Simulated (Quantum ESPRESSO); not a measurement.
Input and output of a self-consistent single point for ScCu2 (I4/mmm, 3 atoms in the cell) (Quantum ESPRESSO).

Level of theory: LDA (PZ), GBRV 1.5 ultrasoft (LDA) pseudopotentials (plane waves; Quantum ESPRESSO).

```
CELL_PARAMETERS angstrom
     -1.63793     1.63793     4.16291
      1.63793    -1.63793     4.16291
      1.63793     1.63793    -4.16291
ATOMIC_POSITIONS crystal
  Sc 0.00000 0.00000 0.00000
  Cu 0.67384 0.67384 0.00000
  Cu 0.32616 0.32616 0.00000
```

Reference input (self-consistent single point, DFT, LDA (PZ), plane waves, GBRV 1.5 ultrasoft (LDA) pseudopotentials): ecutwfc = 50 Ry; ecutrho = 400 Ry; occupations = smearing; smearing = cold; degauss = 0.019992 Ry; potentials = {Sc: sc_lda_v1.uspp.F.UPF, Cu: cu_lda_v1.2.uspp.F.UPF}; K_POINTS = automatic 10 10 10 0 0 0; conv_thr = 1e-10 Ry; mixing_beta = 0.4. This run's input differs from it in these lines:

```diff
@@ -16,4 +16,4 @@
   occupations = 'smearing'
-  smearing = 'cold'
-  degauss = 0.019992
+  smearing = 'gauss'
+  degauss = 0.0073499
 /
```

Output (repeated stretches shortened):

```
     Self-consistent Calculation

     iteration #  1     ecut=    50.00 Ry     beta= 0.40

---- Real-time Memory Report at c_bands before calling an iterative solver
           179 MiB given to the printing process from OS
           123 MiB allocation reported by mallinfo(arena+hblkhd)
------------------

     total energy              =    -898.41564504 Ry
     estimated scf accuracy    <       6.96080435 Ry

     iteration #  2     ecut=    50.00 Ry     beta= 0.40

---- Real-time Memory Report at c_bands before calling an iterative solver
           273 MiB given to the printing process from OS
   [... lines left out ...]

---- Real-time Memory Report at c_bands before calling an iterative solver
           278 MiB given to the printing process from OS
           141 MiB allocation reported by mallinfo(arena+hblkhd)
------------------

     total energy              =    -901.46273429 Ry
     estimated scf accuracy    <          3.5E-10 Ry

     iteration # 19     ecut=    50.00 Ry     beta= 0.40

---- Real-time Memory Report at c_bands before calling an iterative solver
           278 MiB given to the printing process from OS
           141 MiB allocation reported by mallinfo(arena+hblkhd)
------------------
     End of self-consistent calculation

     the Fermi energy is    13.4119 ev

!    total energy              =    -901.46273429 Ry
     estimated scf accuracy    <          1.9E-11 Ry
     smearing contrib. (-TS)   =      -0.00044579 Ry
     internal energy E=F+TS    =    -901.46228850 Ry

     convergence has been achieved in  19 iterations

     Forces acting on atoms (cartesian axes, Ry/au):

     atom    1 type  1   force =    -0.00000000   -0.00000000    0.00000000
     atom    2 type  2   force =     0.00000000    0.00000000    0.00140690
     atom    3 type  2   force =     0.00000000    0.00000000   -0.00140690

     Total force =     0.001990     Total SCF correction =     0.000005

          total   stress  (Ry/bohr**3)                   (kbar)     P=      -78.52
  -0.00050363   0.00000000   0.00000000          -74.09        0.00        0.00
   0.00000000  -0.00050363   0.00000000            0.00      -74.09        0.00
   0.00000000   0.00000000  -0.00059399            0.00        0.00      -87.38

   JOB DONE.
```

The run converged in 19 iterations. Against the reference run the free energy drops by 1.4 meV/atom, the pressure moves little (-7.87 to -7.85 GPa) and the largest force moves little (0.033 to 0.036 eV/Å).

The starting cell comes from a database of computed structures (which also holds hypothetical and non-ambient phases and stackings), without a prior relaxation at this level. Spin polarisation is off. With a pressure of about -8 GPa the cell is away from its equilibrium volume at this level.

Cost on one core of a shared machine: roughly 3 min.
